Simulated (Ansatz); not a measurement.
**Ansatz (an electronic-structure program) run on Y₂Al₃Si₂ (C2/m, 7 atoms in the cell): self-consistent single point**

Level of theory: PBEsol, default PAW files made with PBE (plane waves; Ansatz).

This input was run:

Ansatz 0.2 input:
```yaml
crystal:
  lattice:
    - [5.110000, -2.017700, 0.000000]
    - [5.110000, 2.017700, 0.000000]
    - [-1.303370, 0.000000, 6.487366]
  atoms:
    - { symbol: Y, position_ang: [5.917455, -0.000000, 2.095419] }
    - { symbol: Y, position_ang: [2.999175, 0.000000, 4.391947] }
    - { symbol: Al, position_ang: [2.950364, -0.000000, 0.870605] }
    - { symbol: Al, position_ang: [5.966266, -0.000000, 5.616761] }
    - { symbol: Al, position_ang: [0.000000, 0.000000, 0.000000] }
    - { symbol: Si, position_ang: [0.116934, 0.000000, 4.153860] }
    - { symbol: Si, position_ang: [8.799696, -0.000000, 2.333506] }
basis:
  ecutwfc: 30.9 Ry
kpoints:
  mp_grid: { grid: [5, 5, 3] }
hamiltonian:
  xc: pbesol
  pseudopotentials: { kind: paw }
scf:
  occupations: { method: fermi_dirac, width: 0.0073 Ry }
output:
  forces: true
  eigenvalues: true
  stress: true
```

Log, with long lists cut:

```
WARN ansatz: RAYON_NUM_THREADS=1 ignored (pool sized by the plan → 1); use --threads N
Pseudopotentials: kind: paw
Pseudopotential: Y, paw, valence charge 11
Pseudopotential: Al, paw, valence charge 3
Pseudopotential: Si, paw, valence charge 4
Crystal: 7 atoms, lattice volume = 133.775 Å³
Basis set: ecut = 420.4159175005146 eV, 2605 PW (Γ), exchange–correlation on 80×80×90 points (8 copies of the dense FFT grid, shifted against one another)
Bands: 27, of which v1, the nominal top of the filled ones, is band 20 counted from 1 (19 counted from 0)
Symmetry: 4 space group operations
Space group: C2/m (ITA 12), of the structure as read, at distance tolerance 5.1e-5 Å
k-points: 24 of 75
PAW frozen core: Y, regenerated for the run's functional, and the local potential with it
PAW frozen core: Al, regenerated for the run's functional, and the local potential with it
PAW frozen core: Si, regenerated for the run's functional, and the local potential with it
Initial density: superposition of atomic densities (neutral atoms: chi_scale 0, normalization atom), corrected by the library's trained network
Initial wavefunctions: pseudopotential atomic-orbital guess
Eigensolver: davidson
Functional: x = pbesol(κ = 0.804, μ = 0.12345679012345678), c = pbesol(β = 0.046)
SCF iter   1: F=—  HF=-10411.053511 eV  |F-HF|=—  |Δ(HF+E_count)|=         —  Δρ=2.30e-3  dr2=1.25e-2  ethr=1.77e-3  ⟨swp⟩=6.6  Hψ=3346  notcnv=0
all-band conjugate gradients solve this SCF's bands
preconditioner: auto → Kerker (q_TF=auto, 2.222 Å⁻¹)
SCF iter   2: F=—  HF=-10411.052090 eV  |F-HF|=—  |Δ(HF+E_count)|=   1.42e-3  Δρ=1.40e-3  dr2=4.89e-3  ethr=3.20e-5  ⟨swp⟩=1.4  Hψ=867  notcnv=0
SCF iter   3: F=—  HF=-10411.051136 eV  |F-HF|=—  |Δ(HF+E_count)|=   9.54e-4  Δρ=1.65e-4  dr2=6.58e-5  ethr=1.25e-5  ⟨swp⟩=2.1  Hψ=818  notcnv=0
SCF iter   4: F=—  HF=-10411.051174 eV  |F-HF|=—  |Δ(HF+E_count)|=   3.85e-5  Δρ=6.76e-5  dr2=8.21e-6  ethr=1.69e-7  ⟨swp⟩=2.3  Hψ=901  notcnv=0
SCF iter   5: F=—  HF=-10411.051172 eV  |F-HF|=—  |Δ(HF+E_count)|=   1.89e-6  Δρ=1.02e-5  dr2=1.87e-7  ethr=2.10e-8  ⟨swp⟩=2.2  Hψ=888  notcnv=0
SCF iter   6: F=-10411.051172 eV  HF=-10411.051172 eV  |F-HF|=3.13e-9  |Δ(HF+E_count)|=   3.05e-8  Δρ=1.84e-6  dr2=6.82e-9  ethr=2.56e-10  ⟨swp⟩=5.7  Hψ=2572  notcnv=0
SCF 1 converged in 6 iterations: F = -10411.051172 eV  dr2 = 6.82e-9
SCF converged after 6 iterations
Free energy (F): -10411.051172 eV
Harris-Foulkes:  -10411.051172 eV  (|F-HF|=3.13e-9)
Internal energy: -10410.991606 eV  (E = F + TS)
E sigma→0 (E₀):  -10411.021389 eV
Entropy (-TS):   -0.059566 eV (-8.509 meV/atom)
Fermi energy:    9.655416 eV
--- Per-component energies (eV) ---
  E_band       = -148.962209
  E_kinetic    = 764.292275
  E_local      = -1370.398414  (includes V_loc(G=0)·N_el)
  E_nonlocal   = 185.498425
  E_hartree    = 489.469339
  E_xc         = -574.646826
  E_vxc        = -582.409982  (∫ρ·V_xc dr)
  E_paw        = -7908.848846  (= ΣΔE_a)
  E_vpaw       = -124.884237  (= ΣTr[D̂ρ^β])
  E_aug_tail   = 0.000009  (compensation charges beyond the density's cutoff)
  E_ewald      = -1996.775652
  E_core_change = 0.418084  (= ΣΔE_core)
  E_smearing   = -0.059566  (= −TS)
  E_closure    = -0.000000  (closes the sum)
  Σ components = -10411.051172   (vs F -10411.051172, Δ=0.00e0)
--- Forces (eV/Å), atoms counted from 1 ---
  atom   1  Y     -0.03733566     0.00000000    -0.01608296
  atom   2  Y      0.03733566    -0.00000000     0.01608296
  atom   3  Al    -0.00271830    -0.00000000     0.03735758
  atom   4  Al     0.00271830     0.00000000    -0.03735758
  atom   5  Al     0.00000000     0.00000000     0.00000000
  atom   6  Si     0.00801873    -0.00000000    -0.01534298
  atom   7  Si    -0.00801873     0.00000000     0.01534298
  max |Σ_I F_I| component: 5.20e-18 eV/Å
--- Stress (GPa, compression-positive) ---
       -3.016043       0.000000       0.358625
        0.000000      -1.508599       0.000000
        0.358625       0.000000      -1.441233
  P = ⅓ Tr σ = -1.9886 GPa (-19.886 kbar)
  The stress holds the Pulay correction. Without it, at fixed plane waves, as pw.x and ABINIT print it: P = -2.0157 GPa
--- Band table (eV; the first three rows and the last of 24) ---
  k-point 0: bands = ["-32.3053", "-32.2832", "-12.5113", "-12.4969", "-12.3854", "-12.3702", "-12.3553", "-12.3439", "-0.9942", "1.4959", "2.6592", "5.8123", "6.1095", "6.9936", "7.2858", "7.7616", "7.9599", "8.1824", "9.8106", "9.8285", "10.0187", [...]
  k-point 1: bands = ["-32.3047", "-32.2837", "-12.5047", "-12.4862", "-12.3926", "-12.3714", "-12.3677", "-12.3425", "-0.6536", "0.5476", "3.7498", "5.2838", "6.3487", "6.6413", "7.0555", "7.2457", "8.0404", "8.7109", "9.1555", "10.4293", [...]
  k-point 2: bands = ["-32.3015", "-32.2830", "-12.5017", "-12.4953", "-12.4314", "-12.3851", "-12.3753", "-12.3466", "-0.6114", "1.7041", "2.8254", "5.3195", "6.1063", "6.3543", "6.4920", "7.4127", "7.9506", "8.4115", "8.5087", "9.2578", "10.8058", [...]
  k-point 23: bands = ["-32.2935", "-32.2908", "-12.5322", "-12.5170", "-12.4447", "-12.3683", "-12.3576", "-12.3405", "0.0929", "1.4578", "2.9759", "3.8154", "5.6105", "6.3497", "6.7292", "7.3609", "8.2830", "9.0112", "9.6170", "9.9551", "10.5447", [...]
```

The run converged in 6 iterations.

The starting cell comes from a database of published, mostly measured structures (it also holds non-ambient and calculated ones), without a prior relaxation at this level. Ansatz's pressure includes its estimate of the finite-basis (Pulay) stress.
